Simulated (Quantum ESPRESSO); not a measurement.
Quantum ESPRESSO is run on YB4W (Pbam, 24 atoms in the cell), and the run fails. The aim is a self-consistent single point with DFT, PBEsol, plane waves, SSSP 1.1.2 efficiency (PBE) pseudopotentials.

Cell that was meant: a = 6.0468 Å, b = 11.6856 Å, c = 3.6306 Å, α = 90.00°, β = 90.00°, γ = 90.00°.

Part of the input:

```fortran
&CONTROL
  calculation = 'static'
  prefix = 'YB4W'
  outdir = './tmp/'
  pseudo_dir = './'
```

Output, abridged:

```
     This program is part of the open-source Quantum ESPRESSO suite
     for quantum simulation of materials; please cite

 %%%%%%%%%%%%%%%%%%%%%%%%%%%%%%%%%%%%%%%%%%%%%%%%%%%%%%%%%%%%%%%%%%%%%%%%%%%%%%
     Error in routine  control_checkin (1):
      calculation "static" not allowed
 %%%%%%%%%%%%%%%%%%%%%%%%%%%%%%%%%%%%%%%%%%%%%%%%%%%%%%%%%%%%%%%%%%%%%%%%%%%%%%

     stopping ...
```

From the messages shown, name the fault and mend the input.

The fault is a value that the program does not know. The key takes a closed list of words, and names differ between codes. To fix it, use one of the words that the key accepts. The program stopped before any SCF iteration.

The sound input it was made from differs as follows (other fixes are possible):
```diff
-  calculation = 'static'
+  calculation = 'scf'
```

With that input, the run converged in 12 iterations: free energy E − TS -14794.9099 eV; top of the valence band (on the code's own zero) 14.84 eV; gap on the k-point mesh 0.33 eV; pressure -6.95 GPa; largest force (vector length) 0.159 eV/Å (DFT, PBEsol, plane waves, SSSP 1.1.2 efficiency (PBE) pseudopotentials).

On the sound input: the starting cell comes from a database of computed structures (which also holds hypothetical and non-ambient phases and stackings), without a prior relaxation at this level. Spin-orbit coupling is off. With a pressure of about -7 GPa the cell is away from its equilibrium volume at this level.
